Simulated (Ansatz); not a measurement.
Functionals compared on a constructed model of the (0001) surface of hcp Hf, a pseudomorphic layer of Zr in the host's stacking (bottom of the slab: a bare face, its two planes held), in Ansatz (plane waves, PAW). The structure was relaxed with PBE; the other rows are single points on it. Cutoff 420 eV (500 eV for r2SCAN).

Slab: 7 atoms, 15.8 Å thick at the start; k 13x13x1, smearing 0.1 eV, dipole-corrected; 2 atoms held, the rest relaxed; symmetry of the start imposed; no spin, no spin-orbit, no U. It is one candidate, not shown to be the stable structure of the face. These notes are the PBE run's.

```
functional  work function of the top face (eV)          rough cost of the single point
----------  ----------------------------------  --------------------------------------
PBE                                       4.24                                       –
RPBE                                      4.12  about 40 core-seconds (a rough figure)
r2SCAN                                     [?]                 roughly 70 core-seconds
```

What belongs in the gaps?


- r2SCAN, work function of the top face (eV): 4.33

Ansatz is a quantum-chemistry and plane-wave program.
